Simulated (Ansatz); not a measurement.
We consider TaTe (model structure, Fm-3m, No. 225, 2 atoms in the cell), described by LDA (Ansatz, a first-principles code, PAW).

Numerical settings: plane-wave cutoff 520 eV, 18×18×18 k mesh, Fermi–Dirac smearing 0.05 eV, scalar-relativistic PAW data made under PBE.

Cell (relaxed at this level):

```
TaTe
1.0
    0.00000     2.79156     2.79156
    2.79156     0.00000     2.79156
    2.79156     2.79156     0.00000
Ta Te
1 1
Direct
  0.00000   0.00000   0.00000
  0.50000   0.50000   0.50000
```

Predict the bulk modulus B0.


* **bulk modulus B0**: 125 GPa

The run finds no gap.

Note: the bulk modulus is −V dP/dV from two relaxed cells at ±2 % in volume; the relaxation could raise the start's symmetry but not lower it, so the cell can be a saddle point.

Spin–orbit coupling is not included; it can open a gap where bands touch, and shift volumes and moduli.

Computing time: roughly 21 core-seconds.

A model structure was made by putting elements into a prototype or built by hand; it is no filed structure, need not be a known phase, and can be a saddle point held by its symmetry.
